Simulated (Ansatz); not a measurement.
Density of states of GaP (F-43m) above the conduction band minimum, Ansatz (an electronic-structure program) with HSE06 with spin-orbit coupling, rigid bands; cell volume 40.2 Å³.

(energy from edge (eV), 10⁻³ states/eV/cell): (0.006, 34.4); (0.031, 88.6); (0.056, 106); (0.081, 121); (0.106, 135); (0.131, 150); (0.156, 166); (0.181, 182); (0.206, 198); (0.231, 215); (0.256, 230); (0.281, 246); (0.319, 311); (0.344, 347); (0.369, 377); (0.394, 403); (0.419, 429); (0.444, 452); (0.469, 475); (0.494, 498); (0.519, 519); (0.544, 542); (0.569, 564); (0.594, 584)

**Question.** What effective density of states at 300 K does this give (∫ g(E) exp(−E/k_BT) dE, both spins, divided by the cell's size)?

**Answer.** 4.2e19 cm⁻³, a density-of-states mass of 1.42 mₑ, valleys and band degeneracy included.

Geometry: cell and atoms relaxed with PBEsol.
